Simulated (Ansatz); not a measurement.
Cubic perovskite CsHgCl3 was calculated with HSE06 (Ansatz, a quantum-chemistry and plane-wave program, plane waves, PAW).

Settings: plane-wave cutoff 460 eV, 6×6×6 k mesh, Fermi–Dirac smearing 0.05 eV, scalar-relativistic PAW data made under PBE.

The volume scan:

| V (Å³/atom) | E − E_lowest (meV/atom) |
|---|---|
| 28.929 | 8.94 |
| 29.690 | 2.24 |
| 30.451 | 0.00 |
| 30.814 | 0.31 |
| 31.212 | 1.59 |
| 31.974 | 6.46 |

Question: Fit the third-order Birch–Murnaghan equation and give B0 and B′.

Answer: V0 = 30.497 Å³/atom, B0 = 31.9 GPa, B′ = 5.1 (fit to the energies at full precision).

Measured, for comparison: equilibrium volume per atom 31.67 Å³/atom (temperature not stated, no zero-point or thermal correction; as tabulated in Moreira and Dias (2007), arXiv:cond-mat/0703451). Computed (rounded) less measured: equilibrium volume per atom -3.7 %.

Note: the relaxation could not lower the start's symmetry, so the cell can be a saddle point above a distorted one; the volume lies 5 % below that of the published cell.

Spin–orbit coupling is not included; it can shift volumes and moduli of such heavy elements.
